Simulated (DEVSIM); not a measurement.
System: abrupt Si n-p junction, at 350 K.

```tsv
layer (left to right)	material	thickness (μm)	Nd (cm⁻³)	Na (cm⁻³)	τn (s)	τp (s)
1	Si	3.10	1.8e16	-	3.6e-6	3.6e-6
2	Si	1.30	-	1.1e14	3.6e-6	3.6e-6
```

Left contact: ohmic. Right contact: ohmic. Voltage is applied to the left contact. Recombination: SRH at mid-gap. Mobility is constant in doping. Where it depends on doping, it is μmin + (μ − μmin)/(1 + (N/Nref)^α).

The device is made up for the run: typed textbook-type constants, with dimensions and the other settings drawn at random. Values at 300 K; Nc and Nv go as T^1.5, mobilities as T to minus their exponent, the gap by Varshni's rule with the affinity fixed. The table also holds parameters that only a changed run uses.

| parameter | Si |
|---|---|
| gap (eV) | 1.124 |
| affinity (eV) | 4.05 |
| permittivity | 11.7 |
| Nc (cm⁻³) | 2.86e19 |
| Nv (cm⁻³) | 3.1e19 |
| μn (cm²/Vs) | 1417 |
| μp (cm²/Vs) | 470 |
| μn,min | 52 |
| μp,min | 45 |
| Nref,n | 9.7e16 |
| Nref,p | 2.2e17 |
| αn | 0.68 |
| αp | 0.72 |
| T exponent of μn | 2.3 |
| T exponent of μp | 2.2 |
| Cn (cm⁶/s) | 2.8e-31 |
| Cp (cm⁶/s) | 9.9e-32 |
| Varshni α (eV/K) | 0.000473 |
| Varshni β (K) | 636 |

DEVSIM, 1D drift-diffusion, Boltzmann statistics, complete ionisation; no tunnelling, impact ionisation, image-force lowering or self-heating.

Base results: dark forward voltage at 1 A/cm² (V) 0.268; largest field in the device at zero bias (V/cm) 8700; potential step across the device at zero bias (V) 0.496; dark forward voltage at 100 A/cm² (V) 0.506.

Problem. What follows from this one change: thickness of layer 2 1.3 → 0.45 μm?

Solution. dark forward voltage at 1 A/cm² 0.268 → 0.208 V; largest field in the device at zero bias 8700 → 12000 V/cm; potential step across the device at zero bias little changed (0.496 V); dark forward voltage at 100 A/cm² 0.506 → 0.409 V.

Problem. What follows from this one change: doping Nd of layer 1 1.8e+16 → 5.4e+16 cm^-3?

Solution. dark forward voltage at 1 A/cm² little changed (0.266 V); largest field in the device at zero bias 8700 → 14000 V/cm; potential step across the device at zero bias 0.496 → 0.529 V; dark forward voltage at 100 A/cm² 0.506 → 0.495 V.

Problem. What follows from this one change: doping Na of layer 2 1.1e+14 → 1.1e+13 cm^-3?

Solution. dark forward voltage at 1 A/cm² 0.268 → 0.188 V; largest field in the device at zero bias little changed (8200 V/cm); potential step across the device at zero bias 0.496 → 0.427 V; dark forward voltage at 100 A/cm² 0.506 → 0.488 V.

Problem. What follows from this one change: thickness of layer 1 3.1 → 1.1 μm?

Solution. dark forward voltage at 1 A/cm² little changed (0.268 V); largest field in the device at zero bias little changed (8700 V/cm); potential step across the device at zero bias little changed (0.496 V); dark forward voltage at 100 A/cm² 0.506 → 0.500 V.

Problem. What follows from this one change: temperature 350 → 400 K?

Solution. dark forward voltage at 1 A/cm² 0.268 → 0.126 V; largest field in the device at zero bias little changed (8900 V/cm); potential step across the device at zero bias 0.496 → 0.380 V; dark forward voltage at 100 A/cm² 0.506 → 0.404 V.
